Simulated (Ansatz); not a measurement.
Consider C vacancy in 4H silicon carbide with all lengths changed by +1 %, charge state +2. Calculation: PBE, PAW (plane waves to 420 eV; Ansatz, a first-principles code).

72-site cell at the strained lattice (strain from the relaxed PBE one, atoms relaxed), a 2×2×2 k-point mesh shifted by half a step along c, smearing 0.01 eV, spin-restricted, no finite-size correction. Energies are static. The charge state is imposed; whether it is stable for some Fermi level was not computed. Forms of the defect that were not tried may lie lower.

Relaxed starting cell (atoms counted from 1):

```xyz
71
Lattice="9.3751 0.0000 0.0000 -4.6875 8.1191 0.0000 0.0000 0.0000 10.2306" Properties=species:S:1:pos:R:3 pbc="T T T"
Si    -0.0048    -0.0021     4.9113
Si    -1.5805     2.7084     5.1064
Si    -3.1328     5.3972     5.1065
Si     3.1304     0.0073     5.1064
Si     1.5709     2.7085     5.1064
Si    -0.0047     5.4105     5.1170
Si     6.2351     0.0073     5.1064
Si     4.6827     2.7043     5.1102
Si     3.1232     5.3972     5.1065
Si    -0.0048    -0.0020    10.2328
Si    -1.5626     2.7201    10.2410
Si    -3.1139     5.4070    10.2410
Si     3.1315    -0.0141    10.2409
Si     1.5529     2.7201    10.2410
Si    -0.0048     5.4107    10.2420
Si     6.2340    -0.0141    10.2410
Si     4.6827     2.7043    10.2438
Si     3.1043     5.4070    10.2410
Si     1.6632     0.9609     7.7259
Si    -0.0048     3.6172     7.6888
Si    -1.5578     6.3073     7.6886
Si     4.6827     0.9128     7.6908
Si     3.1312     3.6001     7.6907
Si     1.5483     6.3073     7.6887
Si     7.7022     0.9609     7.7260
Si     6.2342     3.6002     7.6907
Si     4.6828     6.1915     7.7258
Si    -0.0048     1.8102     2.5344
Si    -1.5641     4.5104     2.5605
Si    -3.1228     7.2109     2.5344
Si     3.1234     1.8039     2.5581
Si     1.5545     4.5103     2.5605
Si    -0.0048     7.2111     2.5605
Si     6.2422     1.8040     2.5580
Si     4.6828     4.5049     2.5581
Si     3.1133     7.2109     2.5344
C     -1.5560     2.7040     7.0279
C     -3.1244     5.4206     7.0279
C      3.1144    -0.0118     7.0278
C      1.5464     2.7040     7.0278
C     -0.0047     5.4105     7.0355
C      6.2511    -0.0118     7.0278
C      4.6827     2.7043     7.0359
C      3.1148     5.4207     7.0279
C     -0.0048    -0.0021     1.9154
C     -1.5687     2.7040     1.9224
C     -3.1308     5.4095     1.9225
C      3.1207    -0.0007     1.9224
C      1.5592     2.7040     1.9224
C     -0.0048     5.4106     1.9242
C      6.2447    -0.0007     1.9224
C      4.6827     2.7043     1.9218
C      3.1212     5.4095     1.9224
C      1.5560     0.8991     9.6009
C     -0.0048     3.6088     9.6024
C     -1.5652     6.3116     9.6023
C      4.6827     0.8998     9.6020
C      3.1200     3.6066     9.6020
C      1.5556     6.3115     9.6023
C      7.8095     0.8990     9.6009
C      6.2454     3.6066     9.6020
C      4.6827     6.3149     9.6009
C     -0.0048     1.8105     4.4918
C     -1.5671     4.5086     4.4868
C     -3.1226     7.2107     4.4918
C      3.1213     1.8028     4.4836
C      1.5575     4.5087     4.4867
C     -0.0048     7.2146     4.4868
C      6.2442     1.8028     4.4836
C      4.6827     4.5073     4.4836
C      3.1130     7.2108     4.4918
```
Cell charge +2.

End state 1 differs by these moves (Å; atoms that move under 0.08 Å are left out):

```csv
atom,element,Δx,Δy,Δz
1,Si,0.00,-0.01,0.20
5,Si,-0.01,0.00,-0.20
19,Si,-0.11,-0.18,0.00
20,Si,-0.11,0.05,0.04
23,Si,0.09,0.07,0.04
25,Si,0.10,-0.07,-0.04
27,Si,0.01,0.11,-0.04
40,C,-1.56,-2.70,0.00
```

Q: What forward and backward barriers to end state 1 does PBE, PAW give?

A: forward 5.19 eV, backward 5.19 eV; at the saddle point atom 40 has neighbours Si at 1.79, 2 Si at 2.23, 2 Si at 2.28 Å. The saddle point's order was not checked, and it lies on a symmetry element of the cell, where a band can be held.

End state 2 differs by these moves (Å; atoms that move under 0.08 Å are left out):

```
atom  element     Δx     Δy     Δz
----  -------  -----  -----  -----
1          Si   0.00  -0.13   0.26
2          Si  -0.10   0.06   0.06
5          Si   0.10   0.06   0.06
19         Si  -0.09  -0.07  -0.04
25         Si   0.09  -0.07  -0.04
27         Si   0.00   0.11  -0.04
28         Si   0.00  -0.01  -0.14
63          C   0.00  -1.80   2.55
```

Q: What forward and backward barriers to end state 2 does PBE, PAW give?

A: forward 5.02 eV, backward 4.97 eV; at the saddle point atom 63 has neighbours Si at 1.81, 2 Si at 2.22, 2 Si at 2.26 Å. The saddle point's order was not checked, and it lies on a symmetry element of the cell, where a band can be held.
